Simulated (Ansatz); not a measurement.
Base system: Ta in the bcc (W type) structure (space group Im-3m, No. 229; relaxed with 0.1 eV smearing).

```xyz
1
Lattice="-1.6411 1.6411 1.6411 1.6411 -1.6411 1.6411 1.6411 1.6411 -1.6411" Properties=species:S:1:pos:R:3 pbc="T T T"
Ta     0.0000     0.0000     0.0000
```

Cartesian axes are those of the cell as printed.

Method: Ansatz (a quantum-chemistry and plane-wave program), PBEsol, PAW, cutoff 420 eV, scalar-relativistic without spin-orbit coupling, earlier PAW set.

Strains are applied to the cell and any free atomic positions relax; under stress the whole cell relaxes.

One change was made to it. Results:

```tsv
quantity	base	after
energy relative to the base (free energy F)	0 meV/atom	+0.3 meV/atom
shortest interatomic distance	2.843 Å	2.844 Å
```

Name the change that was made.
A. uniaxial strain ε_yy = +4.80 %
B. uniaxial stress, 1 GPa tension along z
C. isotropic strain +3.24 %

B, uniaxial stress, 1 GPa tension along z. For comparison, the energy relative to the base in the other runs: isotropic strain +3.24 % gives +99 meV/atom; uniaxial strain ε_yy = +4.80 % gives +33 meV/atom.

Stability under load was not tested beyond the relaxation. All final runs are without spin polarisation.
